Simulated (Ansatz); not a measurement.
V3Si: pressure series

Base system: V3Si in the A15 (Cr3Si type) structure (space group Pm-3n, No. 223; a = 4.650 Å).

Cell and atoms are relaxed at each pressure.

The values are results of plane-wave PAW DFT at the PBEsol level (Ansatz, a quantum-chemistry and plane-wave program, 420 eV), scalar-relativistic without spin-orbit coupling, earlier PAW set, not measurements.

| pressure (GPa) | volume per atom (Å³/atom) |
|---|---|
| -1 | 12.628 |
| 0 | 12.567 |
| 1.8 | 12.460 |
| 4.2 | ? |
| 9 | 12.074 |
| 18 | 11.661 |
| 30 | 11.200 |
| 45 | 10.725 |
| 60 | 10.329 |

Problem. Fit the third-order Birch–Murnaghan form P(V) = (3B₀/2)[(V₀/V)^(7/3) − (V₀/V)^(5/3)]·[1 + (3/4)(B₀′ − 4)((V₀/V)^(2/3) − 1)] (squares taken in P) to the rows shown and predict the withheld row.

Solution. Least squares on the printed values gives V₀ = 12.567 Å³/atom, B₀ = 207 GPa, B₀′ = 4.0; this predicts 12.325 Å³/atom, and the run gives 12.325 Å³/atom, in agreement.

Measured bulk modulus of V3Si: 171 GPa (room temperature; as listed in Z. W. Lu, Barry M. Klein, Physical Review Letters (1997)); the computed value is for a static lattice, so the two differ by thermal effects too.

Load acts through the strain it causes; cell and atoms are relaxed under it. Whether these cells are dynamically stable was not tested. Competing high-pressure phases were not computed. Starting moments died away, wholly or in part, for the base; another magnetic solution may exist. The final runs are not spin-polarised.
